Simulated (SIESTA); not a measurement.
Input and output of a self-consistent single point for AlFe (P1, 2 atoms in the cell) (SIESTA).

Level of theory: SIESTA with GGA PBE, numerical atomic orbitals DZP, PseudoDojo PBE standard norm-conserving potentials (rewritten from UPF to PSML).

The change in words: lattice scaled by 0.98. Reference geometry:
```yaml
crystal:
  lattice:
    - [2.84551, 0.00000, 0.00000]
    - [0.00000, 2.84551, 0.00000]
    - [0.00000, 0.00000, 2.84551]
  atoms:
    - { symbol: Al, position: [0.00287, 0.99805, 0.00256] }
    - { symbol: Fe, position: [0.49713, 0.50195, 0.49744], spin: 4.0 }
```
(The spins are starting values, not results.)

Reference input (self-consistent single point, DFT, GGA PBE, numerical atomic orbitals DZP, PseudoDojo PBE standard norm-conserving potentials (rewritten from UPF to PSML)): XC.functional = GGA; XC.authors = PBE; potentials = PseudoDojo PBE standard; PAO.BasisSize = DZP; PAO.EnergyShift = 0.01 Ry; MeshCutoff = 300 Ry; kgrid.MonkhorstPack = 7 7 7; OccupationFunction = MP; OccupationMPOrder = 0; ElectronicTemperature = 136 meV; Spin = polarized; DM.InitSpin = [1 +0.00, 2 +4.00]. This run's input differs from it in these lines:

```diff
@@ -10,3 +10,3 @@
 %endblock ChemicalSpeciesLabel
-LatticeConstant              2.845510 Ang
+LatticeConstant              2.788600 Ang
 %block LatticeVectors
```

Log, with long lists cut:

```
        iscf     Eharris(eV)        E_KS(eV)     FreeEng(eV)     dDmax    Ef(eV) dHmax(eV)
   scf:    1    -3427.885640    -3463.641412    -3463.659780  0.642593 -3.285466 20.085290
     spin moment: {S} , |S| = {        0.0        0.0    2.31503 }     2.31503
   scf:    2    -3474.900358    -3470.034122    -3470.049455  0.070990 -4.217214 11.127656
     spin moment: {S} , |S| = {        0.0        0.0    2.25771 }     2.25771
   scf:    3    -3473.146431    -3472.737405    -3472.757532  0.091375 -5.428488  1.189307
     spin moment: {S} , |S| = {        0.0        0.0    1.95770 }     1.95770
   [... lines left out ...]
     spin moment: {S} , |S| = {        0.0        0.0    0.61878 }     0.61878
   scf:   25    -3473.161408    -3473.161410    -3473.182657  0.000013 -6.178164  0.000288
     spin moment: {S} , |S| = {        0.0        0.0    0.61875 }     0.61875
   scf:   26    -3473.161409    -3473.161410    -3473.182657  0.000027 -6.178180  0.000239
     spin moment: {S} , |S| = {        0.0        0.0    0.61883 }     0.61883
   scf:   27    -3473.161410    -3473.161410    -3473.182657  0.000008 -6.178176  0.000098
     spin moment: {S} , |S| = {        0.0        0.0    0.61879 }     0.61879
SCF Convergence by DM+H criterion
max |DM_out - DM_in|         :     0.0000078961
max |H_out - H_in|      (eV) :     0.0000981170
SCF cycle converged after 27 iterations

Using DM_out to compute the final energy and forces

siesta: E_KS(eV) =            -3473.1614

siesta: E_KS - E_eggbox =     -3473.1614

siesta: Atomic forces (eV/Ang):
     1   -0.176280    0.119779   -0.157265
     2    0.173736   -0.119046    0.155030
   Tot   -0.002544    0.000733   -0.002235
   Max    0.176280
   Res    0.151956    sqrt( Sum f_i^2 / 3N )
   Max    0.176280    constrained

Stress tensor Voigt[x,y,z,yz,xz,xy] (kbar):     -180.15     -180.32     -180.26        0.22       -0.33        0.26
(Free)E + p*V (eV/cell)    -3470.7431
Target enthalpy (eV/cell)    -3473.1827

siesta: Program's energy decomposition (eV):
siesta: FreeEng =     -3473.182657

   [... lines left out ...]
siesta: Cell volume =         21.684962 Ang**3
siesta:         180.24455311        173.12951921  kBar
   [... lines left out ...]
   2  7.261   0.918  -0.060   0.065   0.996   0.996   0.996   0.122   0.122
              0.122   0.676   0.676   0.623   0.676   0.623  -0.046  -0.046

             -0.077  -0.046  -0.077

mulliken: Qtot =        9.191

Mulliken Atomic Populations:
Atom #   charge [q] valence [e]      Sz [e]  Species
     1    -0.764980    3.764980   -0.093340  Al
     2     0.764980   15.235020    0.712132  Fe
 Total    -0.000000                0.618792
```

The run converged in 27 iterations. Against the reference run the free energy goes up by 47.0 meV/atom, the pressure goes from 4.81 to 18.02 GPa, the largest force goes from 0.220 to 0.265 eV/Å and the size of the net moment goes from 0.37 to 0.31 μB/atom.

The starting cell comes from a database of computed structures (which also holds hypothetical and non-ambient phases and stackings), without a prior relaxation at this level. Its atoms were displaced at random from the sites of space group no. 221. For this run, on top of that: lattice scaled by 0.98. The moments shrank to a small part of their start, a low-spin state that need not be the lowest. Values carry the incompleteness of an atom-centred basis. With a pressure of about 18 GPa the cell is away from its equilibrium volume at this level.

Cost on one core of a shared machine: roughly 60 s.
